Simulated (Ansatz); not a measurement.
The starting structures come from a database of crystals and need not be the phases stable at ambient conditions.

 Where the default PAW files enter, the runs use the earlier of Ansatz's two default sets.

Inside the gap of an insulator the Bloch states are evanescent, with a wavenumber k + iκ along the transport direction.

Given:

```
MgAs2Ge
1.0
    5.95900     0.00000     0.00000
    0.00000     5.95900     0.00000
    2.97950    -2.97950     5.55323
Mg Ge As
2 2 4
Direct
  0.25000   0.25000   0.50000
  0.00000   0.00000   0.00000
  0.50000   0.50000   0.00000
  0.75000   0.75000   0.50000
  0.12500   0.39990   0.25000
  0.39990   0.62500   0.75000
  0.62500   0.85010   0.25000
  0.85010   0.12500   0.75000
```

Space group of this cell: I-42d, chalcopyrite. The cell is taken as given.

Transport runs along the normal of the first two printed cell vectors, the (001) plane of the conventional cell.

The gap is the functional's own. No spin-orbit coupling. Mid-gap values are interpolated on the energy grid.

Predict the band gap and the smallest decay constant κ at mid-gap from r2SCAN (Ansatz, an electronic-structure program).

Gap 1.22 eV on a 6×6×6 mesh; κ = 0.085 1/Å, at the zone centre.
